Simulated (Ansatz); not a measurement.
What isotropic strain +2.00 % does to TiC

Take TiC in the rock salt structure (space group Fm-3m, No. 225; a = 4.328 Å; relaxed with 0.1 eV smearing) as the base.

One thing is altered: an isotropic linear strain of +2.00 %, atoms relaxed at fixed cell.

Method: Ansatz (a program for electronic structure), r2SCAN, PAW, cutoff 500 eV, scalar-relativistic without spin-orbit coupling. Settings: 23×23×23 k-points, 0.1 eV Fermi–Dirac smearing.

The volume per atom rises by 0.62 Å³, from 10.13 Å³ to 10.75 Å³ and the space group is still Fm-3m (No. 225). The shortest interatomic distance grows by 0.043 Å, from 2.164 Å to 2.207 Å and the energy grows by 28 meV/atom. The pressure goes from zero to -13.8 GPa and the band gap remains zero.

Final structure:

```
CELL_PARAMETERS angstrom
      0.00000     2.20720     2.20720
      2.20720     0.00000     2.20720
      2.20720     2.20720     0.00000
ATOMIC_POSITIONS crystal
  Ti 0.00000 0.00000 0.00000
  C  0.50000 0.50000 0.50000
```

No phonon test of stability was made. All final runs are without spin polarisation.
